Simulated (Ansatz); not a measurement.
Start from SnSe₂ in the CdI2 type structure (space group P-3m1, No. 164; layered, stacked along the Cartesian z axis).

SnSe$_{2}$ has the trigonal space group P-3m1 (No. 164), the CdI2 type structure, Pearson symbol hP3. Conventional cell: a = 3.840 Å, b = 3.840 Å, c = 6.006 Å, α = 90.00°, β = 90.00°, γ = 120.00°. Sn on 1a is coordinated by 6 Se at 2.730 Å (octahedral). Se on 2d sees 3 Sn at 2.730 Å (trigonal pyramidal). (Neighbours: up to the widest gap in distance over summed covalent radii, below 1.35, at either atom; cation-cation and far metal-metal contacts left out.)

Levels (all Ansatz, a first-principles code, PAW): PBE-D3(BJ) (420 eV, spin-orbit coupling left out); r2SCAN (500 eV, no SOC).

Its gap is 0.36 eV with PBE-D3(BJ) and 0.64 eV with r2SCAN.

It is then changed as follows: a negative pressure, −1 GPa.

With PBE-D3(BJ) the gap becomes 0.60 eV.

**Question.** If the r2SCAN correction stayed the same, what would the r2SCAN gap be, and what does the r2SCAN run give?

**Answer.** A rigid correction of +0.28 eV gives 0.88 eV. The r2SCAN run gives 0.87 eV, so the two effects roughly add.

Single points use the geometry relaxed with PBE-D3(BJ). Load acts through the strain it causes; cell and atoms are relaxed under it. No phonon test of stability was made.
